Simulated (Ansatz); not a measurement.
# A computed series for HfN: response to strain

Base system: HfN in the rock salt structure (space group Fm-3m, No. 225; relaxed with 0.1 eV smearing).

```
HfN
1.0
    0.00000     2.23415     2.23415
    2.23415     0.00000     2.23415
    2.23415     2.23415     0.00000
Hf N
1 1
Cartesian
  0.00000   0.00000   0.00000
  2.23415   2.23415   2.23415
```

Cartesian axes are those of the cell as printed.

Strains are applied to the cell and any free atomic positions relax.

Calculations: Kohn–Sham DFT with the LDA functional, run in Ansatz (a program for electronic structure) with PAW and 420 eV plane waves, spin-orbit coupling left out.

Notes on the quantities. energy relative to the base: free energy F.

| uniaxial strain ε_zz (%) | energy relative to the base (meV/atom) |
|---|---|
| -3 | 23.8 |
| -2.5 | 16.2 |
| -2 | ? |
| -1.5 | 5.6 |
| -1 | 2.4 |
| -0.5 | 0.6 |
| 0 | 0.0 |

Task: Fit ΔE = Aε² + Bε³ (ε in %) to the rows shown and predict the withheld row.

Result: Least squares on the printed values gives A = 2.32 and B = -0.11 meV/atom (largest residual 0.0 meV/atom); this predicts 10.1 meV/atom, and the run gives 10.2 meV/atom, in agreement.

No phonon test of stability was made. All final runs are without spin polarisation. An odd electron count without spin: HfN.
